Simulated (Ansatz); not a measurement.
Consider GaSb in the zinc blende structure (space group F-43m, No. 216; a = 6.214 Å).

Levels (all Ansatz, a quantum-chemistry and plane-wave program, PAW, earlier PAW set): PBE (420 eV, no spin-orbit coupling); r2SCAN (500 eV, no spin-orbit coupling); PBE+SOC (420 eV, spin-orbit coupling included).

One geometry, relaxed with PBE, under each level:

| level | band gap | pressure |
|---|---|---|
| PBE | zero | 0.0 GPa |
| r2SCAN | [?] | [?] |
| PBE+SOC | zero | 0.0 GPa |

Q: Give the withheld r2SCAN results.

A: 
- r2SCAN, band gap: 0.12 eV
- r2SCAN, pressure: -1.9 GPa

Single points use the geometry relaxed with PBE. Their cutoffs differ, which shifts pressures a little. The spin-orbit shifts are approximate. With Sb present, leaving out spin-orbit coupling can change the band edges. Whether these cells are dynamically stable was not tested. The runs without spin-orbit coupling are not spin-polarised. The zero or small gap of GaSb can change with the level of theory.
